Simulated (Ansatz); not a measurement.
Element substitutions in MgO

Consider MgO in the rock salt structure (space group Fm-3m, No. 225; a = 4.2544 Å).

Each row replaces one element on all its sites; cell and atoms are relaxed.

All numbers come from Ansatz (a first-principles code), PBE, PAW, cutoff 420 eV, no spin-orbit coupling, earlier PAW set.

```tsv
case	band gap	shortest interatomic distance
base	4.46 eV	2.127 Å
Mg → Sr	3.33 eV	2.598 Å
Mg → Ca	3.66 eV	2.415 Å
O → F	zero	2.459 Å
```

Whether these cells are dynamically stable was not tested. As relaxed here, MgF is a hypothetical phase, not in the database extracts checked. The final runs are not spin-polarised. An odd electron count without spin: MgF.
